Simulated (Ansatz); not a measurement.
Worked example: self-consistent single point of MgZrF₆ (I4mm, 8 atoms in the cell) in Ansatz (a program for electronic structure).

Computed with PBEsol, default PAW files made with PBE (plane waves; Ansatz).

The change in words: lattice scaled by 0.98; kpoints.mp_grid.grid: 6 6 6 → 14 14 14. Reference geometry:
```
MgZrF6
1.0
    0.00000     4.00795     4.00795
    4.00795     0.00000     4.00795
    4.00795     4.00795     0.00000
Mg Zr F
1 1 6
Cartesian
  4.00795   4.00795   4.05796
  0.00000   0.00000   0.00000
  2.02306   4.00795   4.00795
  5.99285   4.00795   4.00795
  4.00795   2.02306   4.00795
  4.00795   5.99285   4.00795
  4.00795   4.00795   2.02306
  4.00795   4.00795   5.99285
```

Reference input (self-consistent single point, DFT, PBEsol, plane waves, default PAW files made with PBE): basis.ecutwfc = 420 eV; kpoints.mp_grid.grid = 6 6 6; hamiltonian.xc = pbesol; hamiltonian.pseudopotentials = {kind: paw} (the program's default PAW files); scf.occupations.method = fixed. This run's input differs from it in these lines:

Ansatz 0.2 input:
```diff
@@ -2,14 +2,14 @@
   lattice:
-    - [0.000000, 4.007955, 4.007955]
-    - [4.007955, 0.000000, 4.007955]
-    - [4.007955, 4.007955, 0.000000]
+    - [0.000000, 3.927796, 3.927796]
+    - [3.927796, 0.000000, 3.927796]
+    - [3.927796, 3.927796, 0.000000]
   atoms:
-    - { symbol: Mg, position_ang: [4.007955, 4.007955, 4.057958] }
+    - { symbol: Mg, position_ang: [3.927796, 3.927796, 3.976799] }
     - { symbol: Zr, position_ang: [0.000000, 0.000000, 0.000000] }
-    - { symbol: F, position_ang: [2.023055, 4.007955, 4.007955] }
-    - { symbol: F, position_ang: [5.992855, 4.007955, 4.007955] }
-    - { symbol: F, position_ang: [4.007955, 2.023055, 4.007955] }
-    - { symbol: F, position_ang: [4.007955, 5.992855, 4.007955] }
-    - { symbol: F, position_ang: [4.007955, 4.007955, 2.023055] }
-    - { symbol: F, position_ang: [4.007955, 4.007955, 5.992855] }
+    - { symbol: F, position_ang: [1.982594, 3.927796, 3.927796] }
+    - { symbol: F, position_ang: [5.872998, 3.927796, 3.927796] }
+    - { symbol: F, position_ang: [3.927796, 1.982594, 3.927796] }
+    - { symbol: F, position_ang: [3.927796, 5.872998, 3.927796] }
+    - { symbol: F, position_ang: [3.927796, 3.927796, 1.982594] }
+    - { symbol: F, position_ang: [3.927796, 3.927796, 5.872998] }
 basis:
@@ -17,3 +17,3 @@
 kpoints:
-  mp_grid: { grid: [6, 6, 6] }
+  mp_grid: { grid: [14, 14, 14] }
 hamiltonian:
```

Log, with long lists cut:

```
SCF iter   1: F=—  HF=-10856.005842 eV  |F-HF|=—  |Δ(HF+E_count)|=         —  Δρ=1.34e-2  dr2=1.39e-1  ethr=1.77e-3  ⟨swp⟩=4.4  Hψ=35379  notcnv=0  defer=1206
all-band conjugate gradients solve this SCF's bands
preconditioner: auto → Resta (q_TF=auto, 2.453 Å⁻¹)
SCF iter   2: F=—  HF=-10855.967812 eV  |F-HF|=—  |Δ(HF+E_count)|=   3.80e-2  Δρ=2.80e-3  dr2=4.79e-3  ethr=2.17e-4  ⟨swp⟩=2.0  Hψ=17143  notcnv=0  defer=1218
   [... lines left out ...]
SCF iter   4: F=—  HF=-10855.966752 eV  |F-HF|=—  |Δ(HF+E_count)|=   1.07e-4  Δρ=1.36e-4  dr2=1.62e-5  ethr=5.56e-7  ⟨swp⟩=2.0  Hψ=17481  notcnv=0  defer=1448
SCF iter   5: F=—  HF=-10855.966812 eV  |F-HF|=—  |Δ(HF+E_count)|=   5.97e-5  Δρ=9.85e-5  dr2=7.06e-6  ethr=2.53e-8  ⟨swp⟩=2.0  Hψ=15049  notcnv=0  defer=609
SCF iter   6: F=—  HF=-10855.966810 eV  |F-HF|=—  |Δ(HF+E_count)|=   1.31e-6  Δρ=1.88e-5  dr2=3.03e-7  ethr=1.10e-8  ⟨swp⟩=2.0  Hψ=14862  notcnv=0  defer=609
SCF iter   7: F=-10855.966811 eV  HF=-10855.966811 eV  |F-HF|=3.82e-8  |Δ(HF+E_count)|=   1.38e-7  Δρ=4.61e-6  dr2=5.00e-8  ethr=1.56e-10  ⟨swp⟩=11.0  Hψ=43837  notcnv=0
SCF 1 converged in 7 iterations: F = -10855.966811 eV  dr2 = 5.00e-8
Free energy (F): -10855.966811 eV
Internal energy: -10855.966811 eV  (E = F + TS)
E sigma→0 (E₀):  -10855.966811 eV
Fermi energy:    0.105520 eV
--- Forces (eV/Å), atoms counted from 1 ---
  atom   1  Mg    -0.00000000     0.00000000    -0.62251891
  atom   2  Zr     0.00000000     0.00000000     0.29031480
  atom   3  F      0.19639174     0.00000000     0.00245556
  atom   4  F     -0.19639174     0.00000000     0.00245556
  atom   5  F      0.00000000     0.19639174     0.00245556
  atom   6  F      0.00000000    -0.19639174     0.00245556
  atom   7  F      0.00000000     0.00000000     0.30925366
  atom   8  F      0.00000000     0.00000000     0.01310527
--- Stress (GPa, compression-positive) ---
        4.853528       0.000000       0.000000
        0.000000       4.853528       0.000000
        0.000000       0.000000       5.095254
  P = ⅓ Tr σ = 4.9341 GPa (49.341 kbar)
  The stress holds the Pulay correction. Without it, at fixed plane waves, as pw.x and ABINIT print it: P = 4.2905 GPa
```

The run converged in 7 iterations. Against the reference run the free energy goes up by 9.1 meV/atom, the pressure goes from -1.52 to 4.93 GPa, the largest force goes from 0.511 to 0.623 eV/Å and the gap on the mesh goes from 6.744 to 7.163 eV.

The starting cell comes from a database of computed structures (which also holds hypothetical and non-ambient phases and stackings), without a prior relaxation at this level. Its lattice was rescaled by up to half a per cent. One atom was moved a little off its site on purpose. For this run, on top of that: lattice scaled by 0.98. With a pressure of about 5 GPa the cell is away from its equilibrium volume at this level. Ansatz's pressure includes its estimate of the finite-basis (Pulay) stress. Without the estimate this run gives 4.29 GPa.

Cost on one core of a shared machine: roughly 90 s.
